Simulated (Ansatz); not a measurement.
Consider interstitial Al in zinc-blende AlAs, charge state +1. Computed with PBE, PAW (plane waves to 420 eV; Ansatz, a quantum-chemistry and plane-wave program).

Cell of 64 host sites held at the relaxed PBE lattice; one k-point at (0.250, 0.250, 0.250); Fermi-Dirac width 0.01 eV, spin-restricted; finite-size errors left in. No zero-point or tunnelling terms. The charge state is imposed; whether it is stable for some Fermi level was not computed. Sites that were not tried may lie lower.

Barriers: single points on a 2×2×2 k-point mesh shifted by half a step at the bands' geometries (they differ from the bands' own by up to 0.19 eV, and are uncertain by about as much).

The step: one Al atom jumps by itself. Atoms about the jump, Cartesian Å from the middle of the jump, before and after:

```json
[
 {"atom": "Al1", "x0": "-0.69", "y0": "-0.69", "z0": "-0.69", "x1": "0.69", "y1": "0.69", "z1": "0.69"},
 {"atom": "As2", "x0": "2.17", "y0": "-0.71", "z0": "-0.71", "x1": "2.25", "y1": "-0.76", "z1": "-0.76"},
 {"atom": "As3", "x0": "-0.71", "y0": "2.17", "z0": "-0.71", "x1": "-0.76", "y1": "2.25", "z1": "-0.76"},
 {"atom": "As4", "x0": "-0.71", "y0": "-0.71", "z0": "2.17", "x1": "-0.76", "y1": "-0.76", "z1": "2.25"},
 {"atom": "Al5", "x0": "-2.25", "y0": "0.83", "z0": "0.83", "x1": "-2.19", "y1": "0.72", "z1": "0.73"},
 {"atom": "Al6", "x0": "0.83", "y0": "0.83", "z0": "-2.25", "x1": "0.73", "y1": "0.72", "z1": "-2.19"},
 {"atom": "Al7", "x0": "0.83", "y0": "-2.25", "z0": "0.83", "x1": "0.72", "y1": "-2.19", "z1": "0.72"},
 {"atom": "As8", "x0": "2.16", "y0": "2.16", "z0": "2.16", "x1": "2.19", "y1": "2.19", "z1": "2.19"}
]
```

Task: Give the saddle-point geometry and the barrier.

Result: 
| atom | x | y | z |
|---|---|---|---|
| Al1 | 0.10 | 0.10 | 0.09 |
| As2 | 2.29 | -0.78 | -0.79 |
| As3 | -0.78 | 2.29 | -0.79 |
| As4 | -0.78 | -0.78 | 2.28 |
| Al5 | -2.32 | 0.78 | 0.76 |
| Al6 | 0.78 | 0.77 | -2.34 |
| Al7 | 0.77 | -2.32 | 0.77 |
| As8 | 2.10 | 2.11 | 2.09 |
It lies 1.18 eV above the start and 0.73 eV above the end. The saddle point's order was not checked, and it lies on a symmetry element of the cell, where a band can be held.
